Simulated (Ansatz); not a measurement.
GeS₂ (model structure, started from the GeO2 type, P3₂21, No. 154, 9 atoms in the cell) was calculated with LDA (PAW; Ansatz, a quantum-chemistry and plane-wave program).

Settings: plane-wave cutoff 520 eV, 6×6×6 k mesh, Fermi–Dirac smearing 0.01 eV, scalar-relativistic PAW data made under PBE.

Cell (relaxed with PBEsol):

```xyz
9
Lattice="5.8069 0.0000 0.0000 -2.9034 5.0289 0.0000 0.0000 0.0000 6.9533" Properties=species:S:1:pos:R:3 pbc="T T T"
Ge     1.5875     2.7497     3.4767
Ge     2.6319     0.0000     1.1589
Ge    -1.3159     2.2793     5.7945
S      0.8424     1.8224     5.3711
S      0.9040     4.8473     3.0533
S     -1.7464     3.3881     0.7355
S      1.1571     1.6408     1.5823
S      3.7459     3.2065     3.9001
S      3.8074     0.1817     6.2178
```

Q: What does this level give for the band gap, smallest direct gap on the k points sampled and direct gap at Γ?

A: 
- band gap = 1.62 eV (indirect)
- smallest direct gap on the k points sampled = 1.74 eV
- direct gap at Γ = 2.10 eV

Note: the relaxation could raise the start's symmetry but not lower it, so the cell can be a saddle point; cell and atoms aren't relaxed at this level (pressure -1.8 GPa).

Spin–orbit coupling is not included.

Computing time: about 80 core-seconds (a rough figure).

A model structure was made by putting elements into a prototype or built by hand; it is no filed structure, need not be a known phase, and can be a saddle point held by its symmetry.
